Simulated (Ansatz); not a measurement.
## Fe3Ge (Pm-3m, No. 221, 4 atoms in the cell; start mp-20344)

Method: r²SCAN+rVV10 in Ansatz (plane waves, PAW).

Numerical settings: plane-wave cutoff 560 eV, 16×16×16 k mesh, Fermi–Dirac smearing 0.05 eV, spin-polarised start, scalar-relativistic PAW data made under PBE.

Cell (relaxed at this level):

Space group Pm-3m (No. 221); a = b = c = 3.6509 Å, α = β = γ = 90.00°

| atom | site | symmetry | x | y | z |
|---|---|---|---|---|---|
| Fe | 3c | 4/mm.m | 0.0000 | 0.5000 | 0.5000 |
| Ge | 1a | m-3m | 0.0000 | 0.0000 | 0.0000 |

For Fe3Ge (Pm-3m, No. 221, 4 atoms in the cell; start mp-20344), the band gap is none.

Note: the magnetic order was assumed, not searched for or taken from measurement; the relaxation could not lower the start's symmetry, so the cell can be a saddle point above a distorted one.

Spin–orbit coupling is not included.

A start named mp-… is a Materials Project structure, which need not be a measured phase.

Ansatz is an electronic-structure program.
